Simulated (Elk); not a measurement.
Band structure of Au3Br (P6_3/mmc, 8 atoms in the cell).

```xyz
8
Lattice="6.7642 0.0000 0.0000 -3.3821 5.8580 0.0000 0.0000 0.0000 4.4834" Properties=species:S:1:pos:R:3 pbc="T T T"
Au     1.4756     0.8519     3.3626
Au     1.9065     5.0061     1.1209
Au     0.0000     1.7039     1.1209
Au     3.3821     4.1541     3.3626
Au     5.2887     0.8519     3.3626
Au    -1.9065     5.0061     1.1209
Br     3.3821     1.9527     1.1209
Br     0.0000     3.9053     3.3626
```

Method: PBEsol, all-electron FP-LAPW, Elk's shipped species files, default APW+lo basis (Elk).

Settings: xctype = 22; swidth = 0.00367493 Ha; ngridk = 3 3 4; rmtscf = 0.89; maxscl = 100.

The starting cell comes from a database of computed structures (which also holds hypothetical and non-ambient phases and stackings), without a prior relaxation at this level. Spin-orbit coupling is off. Values depend on the basis (sphere radii, cutoffs, local orbitals), which need not be converged. The run gives no clean gap (levels at the Fermi energy touch, overlap or are partly filled at this smearing), which alone does not show that the compound is a metal.

Levels in eV from the Fermi level, bands 107 to 114:
```tsv
point	107	108	109	110	111	112	113	114
Γ	-1.62	-1.00	-0.94	0.29	0.30	1.52	2.23	2.99
M	-1.17	-1.06	-1.04	-0.70	0.18	0.78	2.45	3.08
K	-1.06	-1.05	-1.04	-0.39	-0.38	1.43	1.43	2.89
A	-1.55	-1.55	-1.13	-1.13	1.31	1.31	1.31	1.31
L	-1.54	-1.54	-0.69	-0.68	0.86	0.86	1.32	1.32
H	-1.35	-1.35	-0.46	-0.46	-0.22	-0.22	2.17	2.17
```

Bands cross the Fermi level along this path, so the cell is metallic at this level.
